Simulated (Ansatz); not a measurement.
PtC (model structure, F-43m, No. 216, 2 atoms in the cell), treated with PBEsol in Ansatz (plane waves, PAW).

Run with plane-wave cutoff 520 eV, 20×20×20 k mesh, Fermi–Dirac smearing 0.05 eV, scalar-relativistic PAW data made under PBE.

Cell (relaxed at this level):

```
PtC
1.0
    0.00000     2.33452     2.33452
    2.33452     0.00000     2.33452
    2.33452     2.33452     0.00000
Pt C
1 1
Direct
  0.00000   0.00000   0.00000
  0.25000   0.25000   0.25000
```

Question: Give the computed bulk modulus.

Answer: 
- bulk modulus = 243 GPa

The run finds no gap.

Note: the bulk modulus is −V dP/dV from two relaxed cells at ±2 % in volume; the relaxation could raise the start's symmetry but not lower it, so the cell can be a saddle point.

Spin–orbit coupling is not included; it can open a gap where bands touch, and shift volumes and moduli.

Computed values are for the static lattice.

It cost very roughly 80 core-seconds of CPU time.

A model structure was made by putting elements into a prototype or built by hand; it is no filed structure, need not be a known phase, and can be a saddle point held by its symmetry.

Ansatz is an electronic-structure program.
